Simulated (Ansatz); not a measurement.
Effective masses and thermopower of SrO under load (space group I4/mmm)

Given:

```xyz
2
Lattice="0.0000 2.5401 2.6723 2.5401 0.0000 2.6723 2.5401 2.5401 0.0000" Properties=species:S:1:pos:R:3 pbc="T T T"
Sr     0.0000     0.0000     0.0000
O      2.5401     2.5401     2.6723
```

All values below come from r2SCAN, rigid bands (plane waves, PAW, scalar-relativistic; Ansatz, a quantum-chemistry and plane-wave program). Condition of this run: uniaxial stress along [001] of -5.4 GPa (compression positive) (the target of the relaxation). Geometry: cell and atoms relaxed with PBEsol, then loaded as said.

| Property | Value |
|---|---|
| band gap | 3.70 eV |
| electron conductivity mass (300 K, dilute) | 0.59 (x), 0.59 (y), 0.43 (z) mₑ |
| hole conductivity mass (300 K, dilute) | 0.88 (x), 0.88 (y), 7.1 (z) mₑ |
| effective density of states N_c (300 K) | 2.3e19 cm⁻³ |
| effective density of states N_v (300 K) | 2.1e20 cm⁻³ |
| density-of-states mass, electrons | 0.93 mₑ |
| density-of-states mass, holes | 4.2 mₑ |
| Seebeck coefficient, n-type 1e19 cm⁻³, 300 K | -287 μV/K |
| best n-type power factor at 300 K for τ = 10 fs (best axis; densities from 1e16 to 1e21 cm⁻³ tried, whether or not they can be reached) | 8.7 μW/(cm·K²) at 1e20 cm⁻³ |
| Seebeck coefficient, p-type 1e19 cm⁻³, 300 K | 514 μV/K |

Rigid bands; masses and Seebeck coefficients take one relaxation time τ for all states and one kind of carrier; polarons and phonon drag are left out. Spin-orbit coupling is left out; where it splits the top of the valence band, N_v and the p-type Seebeck coefficient come out somewhat high without it. Geometry: cell and atoms relaxed with PBEsol.
